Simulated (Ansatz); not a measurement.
Relaxation of the outer planes of the (11-20) surface of bulk 2H MoSe2 in its 1x1 cell (cut with top plane 2 Mo + 4 Se, bottom plane 2 Mo + 4 Se), outermost plane spacing 1.64 Å in the ideal cut.

Calculation: PBE with D3(BJ) dispersion (plane waves to 420 eV, PAW; Ansatz, an electronic-structure program).

Model: 48-atom slab, Mo16Se32, 11.5 Å thick at the start, 5x2x1 mesh, Fermi-Dirac 0.025 eV, dipole correction, all atoms relaxed; start symmetry kept, larger cells not searched; no spin (no spin-polarised run to compare, though such a face may carry moments), no spin-orbit, no U. The slab shows no gap on its mesh.

| plane | atoms | bulk spacing to the next (Å) | relaxed spacing (Å) | change (%) | rumpling (Å) |
|---|---|---|---|---|---|
| 1 | 4 Se + 2 Mo | 1.639 | 1.617 | -1.3 | 0.41 (Se outermost) |
| 2 | 4 Se + 2 Mo | 1.639 | 1.628 | -0.6 | 0.11 (Mo outermost) |
